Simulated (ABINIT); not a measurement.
Band structure of GaSb (F-43m, 2 atoms in the cell).

```xyz
2
Lattice="0.0000 3.0557 3.0557 3.0557 0.0000 3.0557 3.0557 3.0557 0.0000" Properties=species:S:1:pos:R:3 pbc="T T T"
Ga     0.0000     0.0000     0.0000
Sb     4.5836     4.5836     4.5836
```

Method: PBE, norm-conserving pseudopotentials (PseudoDojo nc-sr-05 PBE standard) (plane waves; ABINIT 10.0.3).

Settings: pseudos = [Ga.upf, Sb.upf]; ecut = 80 Ry; occopt = 7; tsmear = 0.1 eV; ngkpt = 9 9 9; nshiftk = 1; shiftk = 0 0 0; potentials = PseudoDojo nc-sr-05 PBE standard; kptopt = 1; nstep = 100; tolvrs1 = 1e-12; ndtset = 2; getden2 = 1.

The starting cell comes from a database of computed structures (which also holds hypothetical and non-ambient phases and stackings), without a prior relaxation at this level. Its lattice was rescaled by a random factor within 2.5 % of one. Spin-orbit coupling is off. The run gives no clean gap (levels at the Fermi energy touch, overlap or are partly filled at this smearing), which alone does not show that the compound is a metal.

Levels in eV from the Fermi level, bands 11 to 18:
| point | 11 | 12 | 13 | 14 | 15 | 16 | 17 | 18 |
|---|---|---|---|---|---|---|---|---|
| Γ | -11.56 | -0.06 | -0.06 | -0.06 | -0.01 | 2.73 | 2.73 | 2.73 |
| X | -9.11 | -6.87 | -2.64 | -2.64 | 0.85 | 1.19 | 8.67 | 8.67 |
| W | -9.06 | -6.74 | -3.42 | -3.20 | 3.64 | 4.27 | 4.37 | 4.71 |
| K | -9.17 | -6.69 | -3.68 | -2.26 | 1.35 | 3.83 | 6.57 | 6.79 |
| L | -9.93 | -6.43 | -1.22 | -1.22 | 0.35 | 3.70 | 3.70 | 6.42 |
| U | -9.17 | -6.69 | -3.68 | -2.26 | 1.35 | 3.83 | 6.57 | 6.79 |

No band crosses the Fermi level by more than 0.03 eV along this path.
